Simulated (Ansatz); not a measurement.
Cubic perovskite CsPbF3 was calculated with PBE0 (plane waves, PAW; Ansatz, a first-principles code).

Numerical settings: plane-wave cutoff 460 eV, 6×6×6 k mesh, Fermi–Dirac smearing 0.01 eV, scalar-relativistic PAW data made under PBE.

Cell (relaxed with PBEsol):

```yaml
crystal:
  lattice:
    - [4.81436, 0.00000, 0.00000]
    - [0.00000, 4.81436, 0.00000]
    - [0.00000, 0.00000, 4.81436]
  atoms:
    - { symbol: Cs, position: [0.50000, 0.50000, 0.50000] }
    - { symbol: Pb, position: [0.00000, 0.00000, 0.00000] }
    - { symbol: F, position: [0.00000, 0.50000, 0.00000] }
    - { symbol: F, position: [0.50000, 0.00000, 0.00000] }
    - { symbol: F, position: [0.00000, 0.00000, 0.50000] }
```

Question: Give the computed band gap and Γ–Γ gap.

Answer: 
- band gap: 4.44 eV (on the SCF k mesh)
- Γ–Γ gap: 10.82 eV

Note: cell and atoms aren't relaxed at this level (pressure 1.4 GPa).

Spin–orbit coupling is not included; with these elements it can move the gap by several tenths of an eV or more.

Computing time: roughly 4 core-minutes.
